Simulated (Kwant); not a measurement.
Model system: quantum point contact (saddle potential) in a Ge (holes) two-dimensional gas. Effective mass 0.06 mₑ, grid spacing 2 nm, hard walls, nominal width 60 nm (29 grid rows, so walls 60 nm apart), one parabolic valley, scattering region 180 nm long along x; energies count from the band bottom; Fermi energy 0.0649 eV. Potential (V0 + ½k y²) cos²(πx/L) for |x| < L/2, with V0 swept from 0.068145 to 0 eV, k = 0.00061 eV/nm², L = 120 nm. Perpendicular field 0.7 T, also in the leads; orbital effect alone.

The device is made up for the run: typed textbook-type constants, with dimensions and the other settings drawn at random.

Model: effective-mass tight-binding model on a square grid, one spin, coherent transport at 0 K (Kwant). Conductance is in e²/h.

Sweep values stay those of the base run.

The effective mass was swept, all else fixed.

```
effective mass (mₑ)  G (e²/h) at V0 = 17.78 meV  G (e²/h) at V0 = 51.36 meV  mean G (e²/h) over the sweep
-------------------  --------------------------  --------------------------  ----------------------------
0.036                                      1.03                        0.11                          0.86
0.048                                      1.63                        0.26                          1.00
0.06                                       1.99                         [?]                           [?]
0.078                                      2.00                        0.74                          1.27
```

Question: Some entries are withheld; supply them.

Answer: 
- 0.06, G (e²/h) at V0 = 51.36 meV: 0.46
- 0.06, mean G (e²/h) over the sweep: 1.10
